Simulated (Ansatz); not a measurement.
Ni on the Ge site (Ni_Ge) in germanium (start: the Ge site; 64-site cell, 2×2×2 shifted sampling), impurity bounded by its compound with the host (Δμ(Ge) = 0.00 eV, Δμ(Ni) = -0.61 eV, bounded by NiGe (Pnma); only phases computed here count, gases as isolated molecules at 0 K). Method: PBE, PAW (plane waves to 420 eV; Ansatz, an electronic-structure program). In charge state 0 (moment 0.0 μB) the formation energy is 1.19 eV. The crystal has 4.19 × 10^22 Ge sites per cm³.

Estimate the equilibrium concentration at 900 K in the dilute limit, leaving out vibrational entropy and degeneracy.

kT = 0.0776 eV; c = N exp(−E_f / kT) = 4.19 × 10^22 × exp(−15.3) ≈ 9 × 10^15 cm^-3. An error of 0.2 eV in E_f moves this by a factor of 13.
